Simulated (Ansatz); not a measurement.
**Be(OH)2 (P2₁2₁2₁, No. 19)**

The numbers are results of PBEsol in Ansatz (PAW), not measurements.

Settings: plane-wave cutoff 500 eV, 10×10×6 k mesh (along the axes of the cell as run), gaussian smearing 0.02 eV, scalar-relativistic PAW data made under PBE.

Cell: relaxed at this level.

For Be(OH)2 (P2₁2₁2₁, No. 19), the volume per atom is 7.07 Å³/atom and the band gap is 5.83 eV (on the SCF k mesh).

Note: the relaxation could not lower the start's symmetry, so the cell can be a saddle point above a distorted one.

The computed numbers hold no vibrational or temperature effects.

Ansatz is a first-principles code.
